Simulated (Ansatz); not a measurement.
The reference is GaAs in the zinc blende structure (space group F-43m, No. 216).

```yaml
crystal:
  lattice:
    - [0.00000, 2.80140, 2.80140]
    - [2.80140, 0.00000, 2.80140]
    - [2.80140, 2.80140, 0.00000]
  atoms:
    - { symbol: Ga, position: [0.00000, 0.00000, 0.00000] }
    - { symbol: As, position: [0.25000, 0.25000, 0.25000] }
```

Cartesian axes are those of the cell as printed.

The values are results of Kohn–Sham DFT with the LDA functional, run in Ansatz (a quantum-chemistry and plane-wave program) with PAW and 420 eV plane waves, no spin-orbit coupling, not measurements.

It is then changed as follows: the cell is scaled by 0.9850 in all directions, atoms relaxed at fixed cell.

**Question.** Predict the stress tensor and what it implies for the stiffness.

**Answer.** Stress of the strained cell less that of the base (GPa, compression positive):
```
   3.75    0.00    0.00
   0.00    3.75    0.00
   0.00    0.00    3.75
```

Then B = −ΔP/(ΔV/V₀) with ΔV/V₀ = -0.0443 gives secant stiffness values (nonlinear terms included at this strain): B ≈ 85 GPa.

As a check, the harmonic strain energy −½ V₀ Δσ:ε is 12 meV/atom; the computed energy rise is 11 meV/atom.

Stability against distortions was not tested.
